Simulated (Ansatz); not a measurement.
Base system: BAs in the wurtzite structure (space group P6_3mc, No. 186; a = 3.354 Å, c = 5.554 Å; a cell from a computed database, its experimental status unchecked). Axes: x lies along a and z along c of the hexagonal cell.

Modification: uniaxial strain ε_zz = −5.59 %, all other strain components held at zero; the atoms relax in the strained cell.

Levels (all Ansatz, a quantum-chemistry and plane-wave program, PAW): PBEsol (420 eV, no SOC); r2SCAN (500 eV, without spin-orbit coupling).

The geometry is relaxed with PBEsol.

| Item | Result |
|---|---|
| PBEsol pressure | 9.70 GPa |
| PBEsol smallest direct gap | 1.63 eV |
| PBEsol width of the top valence band | 4.64 eV |
| PBEsol gap character | indirect, Γ → M |

Problem. How does going to r2SCAN change the pressure, smallest direct gap, width of the top valence band and gap character?

Solution. The pressure increases by 1.95 GPa, from 9.70 GPa to 11.65 GPa; the smallest direct gap goes up by 0.280 eV to 1.90 eV; the width of the top valence band goes up by 0.20 eV to 4.84 eV; the gap character stays indirect, Γ → M.

Single points use the geometry relaxed with PBEsol. Their cutoffs differ, which shifts pressures a little. Stability against distortions was not tested. This is not the structure that BAs has at room temperature and ambient pressure.
